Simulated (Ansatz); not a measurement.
The starting structures come from a database of crystals and need not be the phases stable at ambient conditions.

 Where the default PAW files enter, the runs use the earlier of Ansatz's two default sets.

By LDA and PBEsol, the system below comes out a metal.

Input:

```
Sn
1.0
    3.28163     0.00000     0.00000
   -1.09388     3.09395     0.00000
    1.09388     1.54698     2.67944
Sn
1
Direct
  0.00000   0.00000   0.00000
```

Space group of this cell: Im-3m, bcc (W type). The cell is taken as given; by PBEsol its mean pressure is -2.1 GPa.

The current runs along the normal of the first two printed vectors, the (110) plane. All runs by Ansatz (a quantum-chemistry and plane-wave program), plane waves and PAW, without spin-orbit coupling; the base is PBEsol.

| run | mean pressure (GPa) | G/A, both spins (10¹⁵ S/m²) |
|---|---|---|
| base | -2.1 | 1.26 |
| all lengths scaled by 0.98 | 1.1 | 1.35 |
| all lengths scaled by 1.02 | -4.4 | 1.21 |
| lda in place of pbesol | -3.4 | 1.26 |
| lengths across the current scaled by 0.98, ions clamped | 0.0 | ? |
| lengths across the current scaled by 1.02, ions clamped | -3.7 | 1.25 |
| lengths along the current scaled by 0.97, ions clamped | -0.5 | 1.35 |
| lengths along the current scaled by 1.03, ions clamped | -3.3 | 1.21 |

### Question
What belongs in the gaps?

### Answer

- lengths across the current scaled by 0.98, ions clamped, G/A, both spins (10¹⁵ S/m²): 1.28
